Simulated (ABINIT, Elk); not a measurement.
An Elk input for a self-consistent single point of LaB6 (Pm-3m, 7 atoms in the cell) (DFT, PBE, all-electron FP-LAPW, Elk's shipped species files, APW+lo basis with extra local orbitals):

```
tasks
  0

xctype
  20

tforce
  .true.

rgkmax
  7.5

gmaxvr
  18.0

lmaxapw
  10

lmaxo
  8

nxlo
  2

lorbcnd
  .true.

lradstp
  2

nrmtscf
  2.0

rmtscf
  0.82

lmaxi
  4

stype
  0

swidth
  0.00499791

scale
  1.889726125

avec
    4.1862460000    0.0000000000    0.0000000000
    0.0000000000    4.1862460000    0.0000000000
    0.0000000000    0.0000000000    4.1862460000

sppath
  'species/'

atoms
  2   : nspecies
  'La.in'   : spfname
  1   : natoms; atposl, bfcmt below
  0.0000000000  0.0000000000  0.0000000000    0.0 0.0 0.0
  'B.in'   : spfname
  6   : natoms; atposl, bfcmt below
  0.8001200000  0.5000000000  0.5000000000    0.0 0.0 0.0
  0.1998800000  0.5000000000  0.5000000000    0.0 0.0 0.0
  0.5000000000  0.8001200000  0.5000000000    0.0 0.0 0.0
  0.5000000000  0.1998800000  0.5000000000    0.0 0.0 0.0
  0.5000000000  0.5000000000  0.8001200000    0.0 0.0 0.0
  0.5000000000  0.5000000000  0.1998800000    0.0 0.0 0.0

ngridk
  7 7 7
```

Problem. Translate this input to ABINIT.

Solution. One input that does it (others would too):

```
# LaB6, PseudoDojo nc-sr-05 PBE standard
pp_dirpath "./"
pseudos "La.upf, B.upf"
acell 3*1.0 Angstrom
rprim
         4.1862460000    0.0000000000    0.0000000000
         0.0000000000    4.1862460000    0.0000000000
         0.0000000000    0.0000000000    4.1862460000
natom 7
ntypat 2
znucl 57 5
typat 1 2 2 2 2 2 2
xred
         0.0000000000    0.0000000000    0.0000000000
         0.8001200000    0.5000000000    0.5000000000
         0.1998800000    0.5000000000    0.5000000000
         0.5000000000    0.8001200000    0.5000000000
         0.5000000000    0.1998800000    0.5000000000
         0.5000000000    0.5000000000    0.8001200000
         0.5000000000    0.5000000000    0.1998800000
ecut 55
ixc 11
occopt 7
tsmear 0.00499791
nband 21
kptopt 1
ngkpt 7 7 7
nshiftk 1
shiftk 0 0 0
nstep 80
toldfe 1.0e-09
prtwf 0
prtden 0
```

Basis, cutoffs, solver keys and any potentials are the target program's own. This input uses DFT, PBE, plane waves, norm-conserving pseudopotentials (PseudoDojo nc-sr-05 PBE standard).

The starting cell comes from a database of computed structures (which also holds hypothetical and non-ambient phases and stackings), without a prior relaxation at this level. Its lattice was rescaled by a random factor within 2.5 % of one.
